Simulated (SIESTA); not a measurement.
Input and output of a self-consistent single point for SrMn₂Ge₂ (I4mm, 5 atoms in the cell) (SIESTA).

Level of theory: GGA PBEsol, numerical atomic orbitals DZP, PseudoDojo PBEsol standard norm-conserving potentials (rewritten from UPF to PSML) (SIESTA).

```
CELL_PARAMETERS angstrom
     -2.03069     2.03069     5.73569
      2.03069    -2.03069     5.73569
      2.03069     2.03069    -5.73569
ATOMIC_POSITIONS crystal
  Sr 0.00436 0.00436 0.00000
  Mn 0.75000 0.25000 0.50000
  Mn 0.25000 0.75000 0.50000
  Ge 0.63376 0.63376 0.00000
  Ge 0.36624 0.36624 0.00000
```
Moments meant for the start (each program seeds them in its own way; μB, in the order of the atoms Sr Mn Mn Ge Ge): 0.0 4.0 4.0 0.0 0.0.

Reference input (self-consistent single point, DFT, GGA PBEsol, numerical atomic orbitals DZP, PseudoDojo PBEsol standard norm-conserving potentials (rewritten from UPF to PSML)): XC.functional = GGA; XC.authors = PBEsol; potentials = PseudoDojo PBEsol standard; PAO.BasisSize = DZP; PAO.EnergyShift = 0.01 Ry; MeshCutoff = 400 Ry; kgrid.MonkhorstPack = 5 5 5; OccupationFunction = FD; ElectronicTemperature = 0.1 eV; Spin = polarized; DM.InitSpin = [1 +0.00, 2 +4.00, 3 +4.00, 4 +0.00, 5 +0.00]; MaxSCFIterations = 150. This run's input differs from it in these lines:

```diff
@@ -51,3 +51,6 @@
 SCF.Mixer.History            6
-SCF.DM.Tolerance             1.0E-05
+SCF.DM.Converge              false
+SCF.H.Converge               false
+SCF.FreeE.Converge           true
+SCF.FreeE.Tolerance          1.0E-12 eV
 Diag.ParallelOverK           true
```

Output, abridged:

```
        iscf     Eharris(eV)        E_KS(eV)     FreeEng(eV)     dDmax    Ef(eV) dHmax(eV)
   scf:    1   -11606.188924   -11674.738761   -11674.837560  0.895137 -2.476904 25.883736
     spin moment: {S} , |S| = {        0.0        0.0    5.55271 }     5.55271
   scf:    2   -11710.461134   -11697.990513   -11698.102661  0.218931 -3.643318  8.731516
     spin moment: {S} , |S| = {        0.0        0.0    5.82986 }     5.82986
   scf:    3   -11701.471441   -11700.663631   -11700.770813  0.089621 -4.173395  2.577198
     spin moment: {S} , |S| = {        0.0        0.0    5.75310 }     5.75310
   [... lines left out ...]
     spin moment: {S} , |S| = {        0.0        0.0    4.53516 }     4.53516
   scf:  148   -11701.292354   -11701.292354   -11701.384234  0.000000 -4.273212  0.000000
     spin moment: {S} , |S| = {        0.0        0.0    4.53516 }     4.53516
   scf:  149   -11701.292354   -11701.292354   -11701.384234  0.000000 -4.273212  0.000000
     spin moment: {S} , |S| = {        0.0        0.0    4.53516 }     4.53516
   scf:  150   -11701.292354   -11701.292354   -11701.384234  0.000000 -4.273212  0.000000
     spin moment: {S} , |S| = {        0.0        0.0    4.53516 }     4.53516
SCF_NOT_CONV: SCF did not converge in maximum number of steps (required).
SCF_NOT_CONV: SCF did not converge in maximum number of steps (required).
Geom step, scf iteration, dDmax, dHmax:    0   150      0.000000     0.000000
Geom step, scf iteration, dDmax, dHmax:    0   150      0.000000     0.000000

ABNORMAL_TERMINATION
ABNORMAL_TERMINATION
Stopping Program from Node:    0
Stopping Program from Node:    0
```

The run ended unconverged after 150 iterations. 

The starting cell comes from a database of computed structures (which also holds hypothetical and non-ambient phases and stackings), without a prior relaxation at this level. Its lattice was rescaled by up to half a per cent. One atom was moved a little off its site on purpose. Values carry the incompleteness of an atom-centred basis.

Cost on one core of a shared machine: roughly 10 min.
